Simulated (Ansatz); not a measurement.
The structure below was relaxed with Ansatz (a program for electronic structure), PBE, PAW, cutoff 420 eV, spin-orbit coupling left out, at pressure 1.5 GPa.

Space group Ibam (No. 72); a = 5.9006 Å, b = 9.6723 Å, c = 5.8524 Å, α = β = γ = 90.00°

| atom | site | symmetry | x | y | z |
|---|---|---|---|---|---|
| Se | 8j | ..m | 0.2808 | 0.3753 | 0.0000 |
| Si | 4a | 222 | 0.0000 | 0.0000 | 0.2500 |

Write out a cell with all atoms.


```
SiSe2
1.0
    5.90060     0.00000     0.00000
    0.00000     9.67225     0.00000
    0.00000     0.00000     5.85236
Se Si
8 4
Direct
  0.78084   0.87526   0.50000
  0.21916   0.87526   0.00000
  0.28084   0.62474   0.50000
  0.71916   0.62474   0.00000
  0.28084   0.37526   0.00000
  0.71916   0.37526   0.50000
  0.78084   0.12474   0.00000
  0.21916   0.12474   0.50000
  0.00000   0.00000   0.25000
  0.00000   0.00000   0.75000
  0.50000   0.50000   0.75000
  0.50000   0.50000   0.25000
```
This is the conventional cell.

Load acts through the strain it causes; cell and atoms are relaxed under it. Whether these cells are dynamically stable was not tested. The cell was made from SiSe₂ (space group Ibam, No. 72; made of chains) by this change: pressure 1.5 GPa. No dispersion term is included, though the crystal is made of layers, chains or molecules, so its spacings can come out too wide.
